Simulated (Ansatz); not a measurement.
The starting structures come from a database of crystals and need not be the phases stable at ambient conditions.

 Where the default PAW files enter, the runs use the earlier of Ansatz's two default sets.

Tunnelling through a barrier is set by its complex band structure: the current falls as exp(−2κd) with the smallest κ.

Here is the system:

```yaml
crystal:
  lattice:
    - [5.52989, 0.00000, 0.00000]
    - [2.69907, 4.82646, 0.00000]
    - [-2.69907, -1.58306, 4.55946]
  atoms:
    - { symbol: La, position: [0.25178, 0.25178, 0.74822] }
    - { symbol: La, position: [0.75178, 0.75178, 0.24822] }
    - { symbol: Ga, position: [0.50361, 0.50361, 0.49639] }
    - { symbol: Ga, position: [0.00361, 0.00361, 0.99639] }
    - { symbol: O, position: [0.75741, 0.32431, 0.81518] }
    - { symbol: O, position: [0.18482, 0.75741, 0.67569] }
    - { symbol: O, position: [0.32431, 0.18482, 0.24259] }
    - { symbol: O, position: [0.25741, 0.68482, 0.17569] }
    - { symbol: O, position: [0.68482, 0.82431, 0.74259] }
    - { symbol: O, position: [0.82431, 0.25741, 0.31518] }
```

Space group of this cell: R3c. The cell is taken as given; by r2SCAN its mean pressure is -4.8 GPa.

Transport runs along the normal of the first two printed cell vectors, the (101) plane of the conventional cell.

No gap correction and no spin-orbit coupling; mid-gap values are interpolated between computed energies.

**Question.** Estimate the band gap and the smallest decay constant κ at mid-gap that r2SCAN run with Ansatz (an electronic-structure program) returns for this system.

**Answer.** Gap 4.06 eV on a 8×8×8 mesh; κ = 0.377 1/Å, at the zone centre.
